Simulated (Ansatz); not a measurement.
# BeTe, response to strain

The reference is BeTe in the zinc blende structure (space group F-43m, No. 216; a = 5.5542 Å). Axes: x, y, z lie along the cube axes.

Strains are applied to the cell and any free atomic positions relax; under biaxial strain the out-of-plane vector relaxes too.

Level of theory: Ansatz (a program for electronic structure) LDA, no spin-orbit coupling.

Notes on the quantities. pressure: mean of the normal stresses, compression positive; energy relative to the base: free energy F.

| case | pressure | energy relative to the base | gap character | band gap |
|---|---|---|---|---|
| base | 0.01 GPa | 0 meV/atom | – | 1.79 eV |
| biaxial strain −3.00 %, plane normal [001], relaxed out of plane | 2.57 GPa | +15 meV/atom | indirect, Γ → X | 1.46 eV |
| biaxial strain −2.50 %, plane normal [001], relaxed out of plane | 2.10 GPa | +10 meV/atom | indirect, Γ → X | 1.51 eV |
| biaxial strain −2.00 %, plane normal [001], relaxed out of plane | ? | ? | indirect, Γ → X | ? |
| biaxial strain −0.50 %, plane normal [001], relaxed out of plane | 0.39 GPa | +0.4 meV/atom | indirect, Γ → X | 1.74 eV |
| biaxial strain +0.50 %, plane normal [001], relaxed out of plane | -0.37 GPa | +0.4 meV/atom | indirect, Γ → M | 1.73 eV |
| biaxial strain +1.00 %, plane normal [001], relaxed out of plane | -0.73 GPa | +1.5 meV/atom | indirect, Γ → M | 1.67 eV |
| biaxial strain +1.50 %, plane normal [001], relaxed out of plane | -1.07 GPa | +3.3 meV/atom | indirect, Γ → M | 1.62 eV |
| biaxial strain +2.00 %, plane normal [001], relaxed out of plane | -1.40 GPa | +5.8 meV/atom | indirect, Γ → M | 1.56 eV |
| biaxial strain +2.50 %, plane normal [001], relaxed out of plane | -1.72 GPa | +8.9 meV/atom | indirect, Γ → M | 1.51 eV |

Problem. Some entries are withheld; estimate them.

Solution. 
- biaxial strain −2.00 %, plane normal [001], relaxed out of plane, pressure: 1.65 GPa
- biaxial strain −2.00 %, plane normal [001], relaxed out of plane, energy relative to the base: +6.4 meV/atom
- biaxial strain −2.00 %, plane normal [001], relaxed out of plane, band gap: 1.57 eV

Spin-orbit coupling, missing from the scalar runs, can matter with Te. Whether these cells are dynamically stable was not tested. Labels are those of the standard path for the cell's own space group.
